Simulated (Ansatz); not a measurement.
Levels about the gap of amorphous In₁₆Ga₈O₃₆ (60 atoms in a cell of 828 Å³, 5.96 g/cm³; zone centre alone, so wide bands show as single levels with stretches between that a denser mesh fills), at the geometry that PBE relaxed, where it gives 0.1 GPa on a denser mesh. Exact exchange is cut at the faces of this small cell, which leaves a finite-size error. The participation number counts the atoms over which a state spreads; weights are charges in smoothed Voronoi cells. The levels come from a single point, so bond lengths are those of that geometry. Method of the levels: HSE06, scalar-relativistic without spin-orbit coupling (Ansatz, a program for electronic structure). Sampling: the zone centre alone; Fermi-Dirac width 0.02 eV; no spin polarisation. At PBE the levels at the filled edge of the gap are localised (band-tail or defect states), and the nearest spread-out levels lie 1.0 eV apart at the zone centre.

Preparation: random packing, a CHGNet melt and quench, and a DFT relaxation. O atoms were pushed apart under 1.9 Å during the dynamics, to hinder bonds among them. It is the lowest in DFT energy of 2 quenches. It is a model cell: composition and starting density were chosen by hand, and all elements were melted together. No dispersion term was used. Its density started from a set value of 5.96 and ended at 5.96 g/cm³. Cooling (nominally 88 K/ps over its main leg) ran many orders faster than in experiment, which tends to leave more defects and strain. A cell of this size samples the disorder only roughly. The volume was free in the relaxation, at fixed shape. Stress components on the final sampling reach 2.2 GPa.

| E - E(highest filled), eV | filling | participation number | largest on | weight O | weight In | weight Ga |
|---|---|---|---|---|---|---|
| -0.42 | filled | 19.1 | O, 3 neighbours | 0.94 | 0.05 | 0.01 |
| -0.35 | filled | 15.2 | O, 3 neighbours | 0.92 | 0.07 | 0.01 |
| -0.29 | filled | 11.6 | O, 3 neighbours | 0.93 | 0.06 | 0.01 |
| -0.27 | filled | 8.5 | O, 3 neighbours | 0.94 | 0.04 | 0.01 |
| -0.22 | filled | 12.9 | O, 4 neighbours | 0.93 | 0.06 | 0.01 |
| -0.05 | filled | 7.4 | O, 4 neighbours | 0.94 | 0.05 | 0.01 |
| 0.00 | filled | 3.4 | O, 3 neighbours | 0.95 | 0.04 | 0.01 |
| 2.19 | empty | 53.8 | In, 4 neighbours | 0.52 | 0.38 | 0.11 |
| 5.02 | empty | 9.6 | In, 4 neighbours | 0.54 | 0.43 | 0.03 |
| 5.18 | empty | 25.8 | In, 5 neighbours | 0.56 | 0.38 | 0.06 |
| 5.25 | empty | 25.2 | In, 5 neighbours | 0.57 | 0.40 | 0.03 |
| 5.45 | empty | 33.3 | In, 6 neighbours | 0.59 | 0.30 | 0.12 |
| 5.55 | empty | 27.7 | In, 5 neighbours | 0.58 | 0.36 | 0.06 |
| 5.89 | empty | 31.7 | In, 5 neighbours | 0.51 | 0.40 | 0.08 |

Most localised among these is the filled level at +0.00 eV, on a O atom, which has 3 neighbours (In 2.10 Å, In 2.15 Å, In 2.17 Å).
